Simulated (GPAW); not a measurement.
# A self-consistent single point of Fe₃Ge (Fm-3m, 4 atoms in the cell) with GPAW

Method: PBEsol, GPAW PAW datasets PBEsol (made by gpaw-setup) (plane waves; GPAW 25.7.0).

The input file:

```python
from ase import Atoms
from ase.units import GPa
from gpaw import GPAW

atoms = Atoms(['Fe', 'Fe', 'Fe', 'Ge'],
              cell=[[0.000000, 2.813472, 2.813472],
                    [2.813472, 0.000000, 2.813472],
                    [2.813472, 2.813472, 0.000000]],
              scaled_positions=[[0.500000, 0.500000, 0.500000],
                                [0.250000, 0.250000, 0.250000],
                                [0.750000, 0.750000, 0.750000],
                                [0.000000, 0.000000, 0.000000]],
              pbc=True)

atoms.set_initial_magnetic_moments([4.0, 4.0, 4.0, 0.0])

calc = GPAW(spinpol=True,
            mode={'name': 'pw', 'ecut': 800},
            xc='PBEsol',
            kpts=(9, 9, 9),
            occupations={'name': 'fermi-dirac', 'width': 0.136},
            nbands=-12,
            convergence={'forces': 0.001},
            symmetry={'symmorphic': False, 'tolerance': 0.0005},
            maxiter=150,
            txt='-')

atoms.calc = calc

energy = atoms.get_potential_energy()
print('Energy (eV):', round(energy, 6))
forces = atoms.get_forces()
print('Forces (eV/Ang):')
print(forces.round(5))
stress = atoms.get_stress()
print('Stress (GPa, Voigt):', (stress / GPa).round(4))
```

Output, abridged:

```
Input parameters:
  convergence: {forces: 0.001}
  kpts: [9 9 9]
  maxiter: 150
  mode: {ecut: 800,
         name: pw}
  nbands: -12
  occupations: {name: fermi-dirac,
                width: 0.136}
  spinpol: True
  symmetry: {symmorphic: False,
             tolerance: 0.0005}
  xc: PBEsol

species:
  Fe:
    name: Iron
    Z: 26.0
    valence: 8
    core: 18
    charge: 0.0
    file: Fe.PBEsol.gz

    # Using partial waves for Fe as LCAO basis

  Ge:
    name: Germanium
    Z: 32.0
    valence: 4
    core: 28
    charge: 0.0
    file: Ge.PBEsol.gz

    # Using partial waves for Ge as LCAO basis

Reference energy: -160817.208739  # eV

Spin-polarized calculation.
Initial magnetic moment: 12.000000

Convergence criteria:
 Maximum [total energy] change in last 3 cyles: 0.0005 eV / valence electron
 Maximum integral of absolute [dens]ity change: 0.0001 electrons / valence electron
 Maximum integral of absolute [eigenst]ate change: 4e-08 eV^2 / valence electron
 Maximum change in the atomic [forces] across last 2 cycles: 0.001 eV/Ang OR
Maximum error relative to the maximum force is below inf
 Maximum number of scf [iter]ations: 150

Symmetries present (total): 48
Symmetries with fractional translations: 0
729 k-points: 9 x 9 x 9 Monkhorst-Pack grid
35 k-points in the irreducible part of the Brillouin zone
       k-points in crystal coordinates                weights
   0:     0.00000000    0.00000000    0.00000000          1/729
   1:     0.11111111    0.11111111    0.00000000          6/729
   2:     0.11111111    0.11111111    0.11111111          8/729
   [... 7 lines left out ...]
          ...
  34:     0.44444444    0.44444444    0.44444444          8/729

Wave functions: Plane wave expansion
  Cutoff energy: 800.000 eV
  Number of coefficients (min, max): 2269, 2301
  Pulay-stress correction: 0.000000 eV/Ang^3 (de/decut=0.000000)

Occupation numbers: Fermi-Dirac:
  width: 0.1360  # eV

Eigensolver

Densities:
  Coarse grid: 27*27*27 grid
  Fine grid: 54*54*54 grid
  Total Charge: 0.000000

Density mixing:
  Method: difference
  Backend: pulay
  Linear mixing parameter: 0.05
  old densities: 5
  Damping of long wavelength oscillations: 50

Hamiltonian:
  XC and Coulomb potentials evaluated on a 54*54*54 grid
  External potential:
    NoExternalPotential

XC parameters: PBEsol with 2 nearest neighbor stencil

Number of atoms: 4
Number of atomic orbitals: 31
Number of bands in calculation: 32
Number of valence electrons: 28
Bands to converge: occupied

Density initialized from atomic densities
  31 bands from LCAO basis set
  1 band from random numbers

Atomic positions and initial magnetic moments

Positions:
   0 Fe     2.813472    2.813472    2.813472    ( 0.0000,  0.0000,  4.0000)
   1 Fe     1.406736    1.406736    1.406736    ( 0.0000,  0.0000,  4.0000)
   2 Fe     4.220208    4.220208    4.220208    ( 0.0000,  0.0000,  4.0000)
   3 Ge     0.000000    0.000000    0.000000    ( 0.0000,  0.0000,  0.0000)

Unit cell:
           periodic     x           y           z      points  spacing
  1. axis:    yes    0.000000    2.813472    2.813472    27     0.1203
  2. axis:    yes    2.813472    0.000000    2.813472    27     0.1203
  3. axis:    yes    2.813472    2.813472    0.000000    27     0.1203

  Lengths:   3.978850   3.978850   3.978850
  Angles:   60.000000  60.000000  60.000000

Effective grid spacing dv^(1/3) = 0.1313

     iter     time        total  log10-change:         magmom
                         energy   eigst   dens  force
iter:   1 --:--:--   -32.791534                          +12.0213
iter:   2 --:--:--   -34.160900   -1.07  -1.39           +8.8226
iter:   3 --:--:--   -34.624532   -1.93  -1.39           +6.0906
iter:   4 --:--:--   -34.929894   -1.81  -1.42           +5.6687
iter:   5 --:--:--   -34.848070   -2.48  -1.60           +5.7113
iter:   6 --:--:--   -34.623201   -2.47  -1.70           +5.6776
iter:   7 --:--:--   -34.634979   -2.76  -1.90           +5.5711
iter:   8 --:--:--   -34.649334   -3.57  -2.13           +5.4622
iter:   9 --:--:--   -34.682133   -3.02  -2.16           +5.3099
iter:  10 --:--:--   -34.656787   -3.45  -2.33           +5.3163
iter:  11 --:--:--   -34.659068   -4.74  -3.21           +5.2781
iter:  12 --:--:--   -34.670033c  -3.03  -3.29           +4.6939
iter:  13 --:--:--   -34.672875c  -4.21  -2.30           +4.8894
iter:  14 --:--:--   -34.676036c  -5.36  -2.42           +4.8473
iter:  15 --:--:--   -34.674915c  -5.51  -2.34           +4.8856
iter:  16 --:--:--   -34.675157c  -4.36  -2.38           +4.7425
iter:  17 --:--:--   -34.675939c  -5.84  -2.29           +4.7748
iter:  18 --:--:--   -34.672855c  -5.70  -2.30           +4.7649
iter:  19 --:--:--   -34.674558c  -6.18  -2.33           +4.7696
iter:  20 --:--:--   -34.676125c  -5.87  -2.32           +4.7686
iter:  21 --:--:--   -34.668034c  -4.48  -2.30           +4.7678
iter:  22 --:--:--   -34.658036   -3.96  -2.40           +4.7678
iter:  23 --:--:--   -34.657928c  -5.34  -2.89           +4.7704
iter:  24 --:--:--   -34.657850c  -5.45  -2.88           +4.7854
iter:  25 --:--:--   -34.654146c  -4.24  -2.99           +4.6322
iter:  26 --:--:--   -34.656615c  -5.15  -2.95           +4.6923
iter:  27 --:--:--   -34.661387c  -4.36  -3.02           +4.8164
iter:  28 --:--:--   -34.661889c  -5.19  -3.27           +4.8623
   [... 13 lines left out ...]
iter:  42 --:--:--   -34.664310c  -6.54  -2.82           +5.0557
iter:  43 --:--:--   -34.664385c  -6.65  -2.90           +5.0550
iter:  44 --:--:--   -34.665148c  -5.85  -2.85           +5.0548
iter:  45 --:--:--   -34.663812c  -4.85  -2.71           +5.0554
iter:  46 --:--:--   -34.663861c  -6.44  -3.99           +5.0548
iter:  47 --:--:--   -34.663359c  -5.68  -4.45c          +5.0773
iter:  48 --:--:--   -34.664306c  -4.75  -3.59           +5.0054
iter:  49 --:--:--   -34.664239c  -6.21  -3.34           +4.9989
iter:  50 --:--:--   -34.664161c  -6.31  -3.38           +4.9837
iter:  51 --:--:--   -34.664183c  -7.75c -3.32           +4.9858
iter:  52 --:--:--   -34.664214c  -7.97c -3.32           +4.9849
iter:  53 --:--:--   -34.663897c  -6.00  -3.29           +4.9853
iter:  54 --:--:--   -34.663858c  -7.23  -3.95           +4.9835
iter:  55 --:--:--   -34.663867c  -7.01  -4.12c          +4.9894
iter:  56 --:--:--   -34.663958c  -5.65  -4.22c          +5.0175
iter:  57 --:--:--   -34.663929c  -6.55  -3.50           +5.0038
iter:  58 --:--:--   -34.663911c  -6.82  -3.89           +4.9967
iter:  59 --:--:--   -34.663967c  -6.94  -4.47c          +4.9957
iter:  60 --:--:--   -34.663956c  -8.52c -3.94           +4.9964
iter:  61 --:--:--   -34.663941c  -7.35  -4.07c          +5.0009
iter:  62 --:--:--   -34.663849c  -5.68  -5.21c          +4.9713
iter:  63 --:--:--   -34.663927c  -6.17  -3.57           +4.9908
iter:  64 --:--:--   -34.663934c  -8.20c -3.97           +4.9897
iter:  65 --:--:--   -34.663933c  -7.95c -3.87           +4.9920
iter:  66 --:--:--   -34.663891c  -7.12  -3.98           +4.9865
iter:  67 --:--:--   -34.663914c  -7.68c -3.97           +4.9899
iter:  68 --:--:--   -34.663888c  -7.81c -4.03c          +4.9902
iter:  69 --:--:--   -34.663887c  -9.35c -4.41c -17.13c   +4.9898

Converged after 69 iterations.

Dipole moment: (0.000000, 0.000000, 0.000000) |e|*Ang

Total magnetic moment: (0.000000, 0.000000, 4.989789)
Local magnetic moments:
   0 Fe ( 0.000000,  0.000000,  2.473765)
   1 Fe ( 0.000000,  0.000000,  1.287540)
   2 Fe ( 0.000000,  0.000000,  1.287540)
   3 Ge ( 0.000000,  0.000000, -0.025278)

Energy contributions relative to reference atoms: (reference = -160817.208739)

Kinetic:        +49.889218
Potential:      -40.012871
External:        +0.000000
XC:             -44.710059
Entropy (-ST):   -0.211471
Local:           +0.275561
SIC:             +0.000000
--------------------------
Free energy:    -34.769623
Extrapolated:   -34.663887

Spin contamination: 0.148583 electrons
Showing only first 2 kpts
                      Up                     Down
 Kpt  Band  Eigenvalues  Occupancy  Eigenvalues  Occupancy
  0    12     11.12998    0.99018     13.02433    0.00009
  0    13     11.12998    0.99018     13.02433    0.00009
  0    14     11.43104    0.91682     13.04843    0.00008
  0    15     11.43104    0.91682     13.04843    0.00008

  1    12     10.90834    0.99806     12.93752    0.00017
  1    13     10.92469    0.99781     13.01802    0.00009
  1    14     11.42560    0.91982     13.04988    0.00007
  1    15     11.45141    0.90465     13.06196    0.00007

Fermi level: 11.75742

No gap
No difference between direct/indirect transitions
Energy (eV): -34.663887

Forces in eV/Ang:
  0 Fe    0.00000    0.00000    0.00000
  1 Fe    0.00000    0.00000    0.00000
  2 Fe    0.00000    0.00000    0.00000
  3 Ge    0.00000   -0.00000   -0.00000

Stress tensor:
    -0.018602     0.000000     0.000000
     0.000000    -0.018602    -0.000000
     0.000000    -0.000000    -0.018602
Stress (GPa, Voigt): [-2.9804 -2.9804 -2.9804 -0.      0.      0.    ]
```

The run converged in 69 iterations. GPAW prints stress with tension positive.

The starting cell comes from a database of computed structures (which also holds hypothetical and non-ambient phases and stackings), without a prior relaxation at this level. Its lattice was rescaled by a random factor within 2.5 % of one. The magnetic order is the one reached from the typed start; others were not searched systematically.

Cost on one core of a shared machine: roughly 10 min.
